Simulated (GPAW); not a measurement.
Worked example: self-consistent single point of BaIn3Pt (I4mm, 5 atoms in the cell) in GPAW.

Level of theory: LDA (Perdew-Wang 92), GPAW PAW datasets LDA (gpaw-data 1.0.1) (plane waves; GPAW).

The change in words: lattice scaled by 0.98. Reference geometry:
```xyz
5
Lattice="-2.4392 2.4392 5.9273 2.4392 -2.4392 5.9273 2.4392 2.4392 -5.9273" Properties=species:S:1:pos:R:3 pbc="T T T"
Ba     0.0000     0.0000    11.8235
In     0.0000     2.4392     2.8223
In     2.4392     0.0000     2.8223
In     0.0000     0.0000     4.7288
Pt     0.0000     0.0000     7.4396
```

Reference input (self-consistent single point, DFT LDA (Perdew-Wang 92), plane waves, GPAW PAW datasets LDA (gpaw-data 1.0.1)): mode = pw; ecut = 600 eV; xc = LDA; kpts = 5 5 5; mesh shift (steps) = 0 0 0; occupations.name = methfessel-paxton; occupations.width = 0.05 eV; occupations.order = 0; nbands = -11; symmetry.symmorphic = false; symmetry.tolerance = 0.0005; maxiter = 150. This run's input differs from it in these lines:

```diff
@@ -5,10 +5,10 @@
 atoms = Atoms(['Ba', 'In', 'In', 'In', 'Pt'],
-              cell=[[-2.439161, 2.439161, 5.927279],
-                    [2.439161, -2.439161, 5.927279],
-                    [2.439161, 2.439161, -5.927279]],
-              positions=[[-0.000000, 0.000000, 11.823499],
-                         [0.000000, 2.439161, 2.822333],
-                         [2.439161, 0.000000, 2.822333],
-                         [-0.000000, 0.000000, 4.728783],
-                         [-0.000000, 0.000000, 7.439565]],
+              cell=[[-2.390378, 2.390378, 5.808733],
+                    [2.390378, -2.390378, 5.808733],
+                    [2.390378, 2.390378, -5.808733]],
+              positions=[[0.000000, -0.000000, 11.587028],
+                         [0.000000, 2.390378, 2.765886],
+                         [2.390378, 0.000000, 2.765886],
+                         [-0.000000, 0.000000, 4.634207],
+                         [0.000000, -0.000000, 7.290773]],
               pbc=True)
```

Output (repeated stretches shortened):

```
     iter     time        total  log10-change:
                         energy   eigst   dens
iter:   1 --:--:--   -24.026485
iter:   2 --:--:--   -24.015766   -1.15  -1.41
iter:   3 --:--:--   -23.554105   -1.54  -1.44
iter:   4 --:--:--   -23.653121   -2.20  -1.73
iter:   5 --:--:--   -23.436402   -2.21  -1.87
iter:   6 --:--:--   -23.449499   -2.40  -2.11
iter:   7 --:--:--   -23.418291c  -2.67  -2.25
iter:   8 --:--:--   -23.412537   -3.11  -2.51
iter:   9 --:--:--   -23.415667c  -3.06  -2.56
iter:  10 --:--:--   -23.407304c  -3.74  -2.69
iter:  11 --:--:--   -23.407179c  -4.79  -3.19
iter:  12 --:--:--   -23.407256c  -5.63  -3.22
iter:  13 --:--:--   -23.407198c  -6.37  -3.25
iter:  14 --:--:--   -23.407053c  -5.21  -3.29
iter:  15 --:--:--   -23.407035c  -6.27  -3.77
iter:  16 --:--:--   -23.407031c  -7.07  -3.86
iter:  17 --:--:--   -23.407026c  -6.43  -3.91
iter:  18 --:--:--   -23.407023c  -6.85  -4.11c
iter:  19 --:--:--   -23.407025c  -7.18  -4.28c
iter:  20 --:--:--   -23.407025c  -8.25c -4.32c
Converged after 20 iterations.

Dipole moment: (-0.000000, 0.000000, -0.278554) |e|*Ang

Energy contributions relative to reference atoms: (reference = -1200707.393686)

Kinetic:        +19.592409
Potential:      -16.259838
External:        +0.000000
XC:             -26.576130
Entropy (-ST):   -0.006282
Local:           -0.160326
SIC:             +0.000000
--------------------------
Free energy:    -23.410166
Extrapolated:   -23.407025

Showing only first 2 kpts
 Kpt  Band  Eigenvalues  Occupancy
  0    30      6.67502    2.00000
  0    31      6.93850    2.00000
  0    32      6.93850    2.00000
  0    33      9.03017    0.00000

  1    30      5.84272    2.00000
  1    31      7.25600    2.00000
  1    32      7.44545    1.83795
  1    33      7.57015    0.03327

Fermi level: 7.49488

No gap
No difference between direct/indirect transitions
Energy (eV): -23.407025

Forces in eV/Ang:
  0 Ba    0.00000    0.00000   -0.04547
  1 In    0.00000   -0.00000    0.01186
  2 In   -0.00000    0.00000    0.01186
  3 In    0.00000    0.00000    0.02495
  4 Pt    0.00000    0.00000   -0.00893

Stress tensor:
     0.017718     0.000000     0.000000
     0.000000     0.017718     0.000000
     0.000000     0.000000     0.021555
Stress (GPa, Voigt): [2.8387 2.8387 3.4535 0.     0.     0.    ]
```

The run converged in 20 iterations. GPAW prints stress with tension positive. Against the reference run the free energy drops by 47.2 meV/atom, the pressure goes from -6.00 to -3.04 GPa and the largest force goes from 0.143 to 0.045 eV/Å.

The starting cell comes from a database of computed structures (which also holds hypothetical and non-ambient phases and stackings), without a prior relaxation at this level. Its lattice was rescaled by a random factor within 2.5 % of one. For this run, on top of that: lattice scaled by 0.98. Spin polarisation is off. With a pressure of about -3 GPa the cell is away from its equilibrium volume at this level.

Cost on one core of a shared machine: roughly 80 s.
